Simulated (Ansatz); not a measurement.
An Ansatz (a program for electronic structure) run: Zr with a change (Zr vacancy, symmetric start); plane-wave PAW DFT at the PBEsol level (Ansatz, 420 eV), no spin-orbit coupling, earlier PAW set.

Input:

Ansatz 0.2 input:
```yaml
crystal:
  lattice:
    - [6.3694658486, 0.0000000001, 0]
    - [-3.1847329243, 5.5161192334, 0]
    - [3.1847329242, 5.5161192334, 5.1172440958]
  atoms:
    - { symbol: Zr, position: [0.4166666667, 0.0833333333, 0.75] }
    - { symbol: Zr, position: [0.9166666667, 0.5833333333, 0.75] }
    - { symbol: Zr, position: [0.9166666667, 0.0833333333, 0.75] }
    - { symbol: Zr, position: [0.0833333333, 0.9166666667, 0.25] }
    - { symbol: Zr, position: [0.0833333333, 0.4166666667, 0.25] }
    - { symbol: Zr, position: [0.5833333333, 0.9166666667, 0.25] }
    - { symbol: Zr, position: [0.5833333333, 0.4166666667, 0.25] }
basis: { ecutwfc: 420, ecutrho_ratio: 4, xc_grid: 2, fft_grid_basis: typed }
kpoints: { mp_grid: { grid: [9, 9, 9] } }
hamiltonian:
  xc: pbesol
  dispersion: none
  pseudopotentials: { azcp: { folder: ./paw }, kind: paw }
scf: { occupations: { method: fermi_dirac, width: 0.05 }, convergence: { dr2_threshold: 0.0000000007 } }
relax: { f_tol: 0.02, max_steps: 45 }
output: { forces: true, stress: true }
checkpoint: { write: state.ck, write_every: 1000 }
```

Output (explanatory and most iteration lines left out):

```
Relaxation: its limit of steps is 45 (relax.max_steps)
Pseudopotential: Zr, paw, valence charge 12
Crystal: 7 atoms, lattice volume = 179.793 Å³
Basis set: ecut = 420 eV, 3533 PW (Γ), exchange–correlation on 90×90×120 points (8 copies of the dense FFT grid, shifted against one another)
Bands: 51, of which v1, the nominal top of the filled ones, is band 42 counted from 1 (41 counted from 0)
Symmetry: 12 space group operations
Space group: P-6m2 (ITA 187), of the structure as read, at distance tolerance 5.6e-5 Å
k-points: 60 of 729 (time reversal used)
Functional: x = pbesol(κ = 0.804, μ = 0.12345679012345678), c = pbesol(β = 0.046)
SCF iter   1: F=—  HF=-28899.331407 eV  |F-HF|=—  |Δ(HF+E_count)|=         —  Δρ=3.27e-2  dr2=6.06e0  ethr=3.10e-3  ⟨swp⟩=7.1  Hψ=12838  notcnv=0
SCF iter   2: F=—  HF=-28898.417297 eV  |F-HF|=—  |Δ(HF+E_count)|=   9.14e-1  Δρ=1.86e-2  dr2=1.52e0  ethr=3.10e-3  ⟨swp⟩=3.2  Hψ=4911  notcnv=0  defer=3
SCF 1 converged in 11 iterations: F = -28897.996681 eV  dr2 = 6.49e-10
relax step   1: F+E_penalty+E_count = -28897.99668122 eV  Δ(F+E_penalty+E_count) = +0.000e0 eV  max|allowed force component| = 4.769e-1 eV/Å  Δτ_max = 0.0000 Å  (11 SCF iters, accepted)
Crystal: 7 atoms, lattice volume = 179.793 Å³
SCF iter   1: F=—  HF=-28898.130561 eV  |F-HF|=—  |Δ(HF+E_count)|=         —  Δρ=1.02e-2  dr2=9.06e-1  ethr=1.03e-3  ⟨swp⟩=1.1  Hψ=9939  notcnv=0  defer=3
SCF iter   2: F=—  HF=-28898.035680 eV  |F-HF|=—  |Δ(HF+E_count)|=   9.49e-2  Δρ=4.11e-3  dr2=8.89e-2  ethr=1.03e-3  ⟨swp⟩=2.6  Hψ=3841  notcnv=0  defer=3
SCF 2 converged in 10 iterations: F = -28898.015271 eV  dr2 = 4.07e-10
relax step   2: F+E_penalty+E_count = -28898.01527099 eV  Δ(F+E_penalty+E_count) = -1.859e-2 eV  max|allowed force component| = 3.905e-1 eV/Å  Δτ_max = 0.0866 Å  (10 SCF iters, accepted)
Crystal: 7 atoms, lattice volume = 179.793 Å³
SCF iter   1: F=—  HF=-28898.057164 eV  |F-HF|=—  |Δ(HF+E_count)|=         —  Δρ=4.48e-3  dr2=1.77e-1  ethr=1.98e-3  ⟨swp⟩=3.6  Hψ=5130  notcnv=0  defer=3
SCF iter   2: F=—  HF=-28898.040530 eV  |F-HF|=—  |Δ(HF+E_count)|=   1.66e-2  Δρ=1.75e-3  dr2=1.70e-2  ethr=2.11e-4  ⟨swp⟩=2.4  Hψ=3774  notcnv=0  defer=4
SCF 3 converged in 10 iterations: F = -28898.037004 eV  dr2 = 2.27e-11
relax step   3: F+E_penalty+E_count = -28898.03700359 eV  Δ(F+E_penalty+E_count) = -2.173e-2 eV  max|allowed force component| = 1.717e-2 eV/Å  Δτ_max = 0.0380 Å  (10 SCF iters, accepted)
SCF converged after 10 iterations
Free energy (F): -28898.037004 eV
Internal energy: -28897.957544 eV  (E = F + TS)
E sigma→0 (E₀):  -28897.997274 eV
Entropy (-TS):   -0.079460 eV (-11.351 meV/atom)
Fermi energy:    11.996110 eV
--- Forces (eV/Å), atoms counted from 1 ---
  atom   1  Zr    -0.00844332    -0.00487475    -0.00000000
  atom   2  Zr    -0.00000000     0.00974951     0.00000000
  atom   3  Zr     0.00844332    -0.00487475     0.00000000
  atom   4  Zr     0.01487085    -0.00858569     0.00000000
  atom   5  Zr    -0.00000000     0.01717138     0.00000000
  atom   6  Zr    -0.01487085    -0.00858569    -0.00000000
  atom   7  Zr     0.00000000    -0.00000000    -0.00000000
--- Stress (GPa, compression-positive) ---
       -4.263018      -0.000000       0.000000
       -0.000000      -4.263018       0.000000
        0.000000       0.000000      -4.304722
  P = ⅓ Tr σ = -4.2769 GPa (-42.769 kbar)
--- Relaxed structure (3 steps of the walk, 3 accepted, 0 SCFs on fresh bases) ---
  atoms:
    - { symbol: Zr, position: [0.4078525992890357, 0.0789262996445178, 0.7500000000000001] }
    - { symbol: Zr, position: [0.9210737003554821, 0.5921474007109645, 0.75] }
    - { symbol: Zr, position: [0.9210737003554824, 0.07892629964451803, 0.7500000000000001] }
    - { symbol: Zr, position: [0.08501919129344476, 0.9149808087065552, 0.25000000000000006] }
    - { symbol: Zr, position: [0.08501919129344482, 0.4200383825868895, 0.25000000000000006] }
    - { symbol: Zr, position: [0.5799616174131104, 0.9149808087065554, 0.25] }
    - { symbol: Zr, position: [0.5833333333333333, 0.41666666666666674, 0.25000000000000006] }
```

In so small a cell the defect repeats every few ångströms: this is an ordered compound, not a dilute defect. The defect started on the symmetric site and kept its symmetry, so it may sit on a saddle. All final runs are without spin polarisation. The cell was made from Zr in the hcp (Mg type) structure (space group P6_3/mmc, No. 194) by this change: Zr vacancy. The defect cell is not spin-polarised.
